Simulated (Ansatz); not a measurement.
The starting structures come from a database of crystals and need not be the phases stable at ambient conditions.

 Where the default PAW files enter, the runs use the earlier of Ansatz's two default sets.

Evanescent states of Al₂HgS₄ (Fd-3m, spinel, not sure to be the ambient phase, 14 atoms a cell, 19.6 Å³ an atom) along the normal of (111)

Method: PBEsol (plane waves, PAW; Ansatz, an electronic-structure program).

No gap correction and no spin-orbit coupling; mid-gap values are interpolated between computed energies.

Energies count from the valence-band top; κ is the least over a 6×6 mesh across the current.

```tsv
E (eV)	κ (1/Å)	where
0.04	0.031	Γ
0.12	0.052	Γ
0.20	0.065	Γ
0.28	0.075	Γ
0.36	___	Γ
0.44	___	Γ
0.52	___	Γ
0.60	___	Γ
0.68	___	Γ
0.76	___	Γ
0.84	___	Γ
0.92	___	Γ
1.00	0.079	Γ
1.08	0.069	Γ
1.16	0.055	Γ
1.24	0.030	Γ
```

### Question
Complete the blanks.

### Answer

- 0.36, κ (1/Å): 0.082
- 0.44, κ (1/Å): 0.087
- 0.52, κ (1/Å): 0.090
- 0.60, κ (1/Å): 0.092
- 0.68, κ (1/Å): 0.093
- 0.76, κ (1/Å): 0.092
- 0.84, κ (1/Å): 0.089
- 0.92, κ (1/Å): 0.085
